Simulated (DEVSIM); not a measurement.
Device: GaP/Si n-p heterojunction, at 250 K.

| layer (left to right) | material | thickness (μm) | Nd (cm⁻³) | Na (cm⁻³) | τn (s) | τp (s) |
|---|---|---|---|---|---|---|
| 1 | GaP | 0.150 | 1.5e17 | - | 8.8e-7 | 8.8e-7 |
| 2 | Si | 0.440 | - | 3.8e15 | 8.8e-7 | 8.8e-7 |

Left contact: ohmic. Right contact: ohmic. Voltage is applied to the left contact. Recombination: SRH at mid-gap. Mobility is μmin + (μ − μmin)/(1 + (N/Nref)^α).

This is a model device: material constants are rounded textbook-type values typed into the input, and sizes, dopings and lifetimes were drawn at random. Values at 300 K; Nc and Nv go as T^1.5, mobilities as T to minus their exponent, the gap by Varshni's rule with the affinity fixed.

```tsv
parameter	GaP	Si
gap (eV)	2.26	1.124
affinity (eV)	3.8	4.05
permittivity	11.1	11.7
Nc (cm⁻³)	1.8e19	2.86e19
Nv (cm⁻³)	1.9e19	3.1e19
μn (cm²/Vs)	250	1417
μp (cm²/Vs)	150	470
μn,min	10	52
μp,min	10	45
Nref,n	4.4e18	9.7e16
Nref,p	1e18	2.2e17
αn	0.8	0.68
αp	0.85	0.72
T exponent of μn	1.6	2.3
T exponent of μp	1.98	2.2
Varshni α (eV/K)	0.00058	0.000473
Varshni β (K)	372	636
```

Simulated with DEVSIM: 1D drift-diffusion, Boltzmann statistics, complete ionisation; no tunnelling, impact ionisation, image-force lowering or self-heating. Band offsets follow the typed affinities; no thermionic-emission limit at abrupt steps, no polarisation charge.

**Question.** Tabulate band edges, carrier densities and field at -0.9 V on the left contact.

**Answer.** Energies count from the Fermi level of the right contact; mesh points crowd at the junctions.

| x (μm) | Ec (eV) | Ev (eV) | n (cm⁻³) | p (cm⁻³) | field (V/cm) |
|---|---|---|---|---|---|
| 0.000 | 0.997 | -1.282 | 1.5e17 | < 1e2 | -200 |
| 0.003972 | 0.997 | -1.282 | 1.5e17 | < 1e2 | -200 |
| 0.01041 | 0.997 | -1.282 | 1.5e17 | < 1e2 | -200 |
| 0.02242 | 0.997 | -1.283 | 1.5e17 | < 1e2 | -200 |
| 0.05175 | 0.996 | -1.283 | 1.5e17 | < 1e2 | -200 |
| 0.09140 | 0.996 | -1.283 | 1.5e17 | < 1e2 | 430 |
| 0.1192 | 1.006 | -1.274 | 9.1e16 | < 1e2 | 10000 |
| 0.1377 | 1.050 | -1.230 | 1.1e16 | < 1e2 | 41000 |
| 0.1453 | 1.088 | -1.192 | 1.4e15 | < 1e2 | 59000 |
| 0.1494 | 1.114 | -1.165 | 7.1e13 | < 1e2 | 69000 |
| 0.1530 | 0.885 | -0.251 | 3.1e17 | 2.0e14 | 45000 |
| 0.1620 | 0.913 | -0.223 | 8.2e16 | 7.5e14 | 22000 |
| 0.1759 | 0.935 | -0.201 | 2.9e16 | 2.1e15 | 12000 |
| 0.2011 | 0.954 | -0.182 | 1.2e16 | 5.0e15 | 4500 |
| 0.2647 | 0.965 | -0.171 | 5.8e15 | 8.3e15 | 270 |
| 0.3628 | 0.963 | -0.173 | 4.0e15 | 7.6e15 | -410 |
| 0.4610 | 0.958 | -0.178 | 2.4e15 | 6.1e15 | -610 |
| 0.5213 | 0.954 | -0.182 | 1.4e15 | 5.0e15 | -770 |
| 0.5605 | 0.951 | -0.185 | 6.4e14 | 4.3e15 | -880 |
| 0.5760 | 0.949 | -0.187 | 3.1e14 | 4.0e15 | -900 |
| 0.5845 | 0.948 | -0.188 | 1.2e14 | 3.9e15 | -910 |
| 0.5900 | 0.948 | -0.188 | < 1e2 | 3.8e15 | -910 |
